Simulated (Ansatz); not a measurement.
Base system: SiO2 in the rutile structure (space group P4_2/mnm, No. 136; a = 4.185 Å, c = 2.669 Å).

The values are results of r2SCAN (Ansatz, a quantum-chemistry and plane-wave program, PAW, spin-orbit coupling left out), not measurements.

For the base:

- Valence-band top at Γ: 0.00, -0.88, -0.88 eV
- Width of the top valence band: 2.71 eV
- Band gap: 6.51 eV
- Gap character: direct at Γ

Modification: the cell is scaled by 1.0427 in all directions; the atoms relax in the strained cell.

Q: Estimate the effect on the valence-band top at Γ.

A: The valence-band top at Γ (three highest levels, from the VBM) goes from 0.00, -0.88, -0.88 eV to 0.00, -0.73, -0.73 eV.

Q: What does the calculation give for the width of the top valence band after the change?

A: The width of the top valence band shrinks by 0.39 eV, from 2.71 eV to 2.32 eV.

Q: What does the calculation give for the band gap after the change?

A: The band gap decreases by 1.99 eV to 4.52 eV.

Q: What happens to the gap character?

A: The gap character is still direct at Γ.

Stability against distortions was not tested.
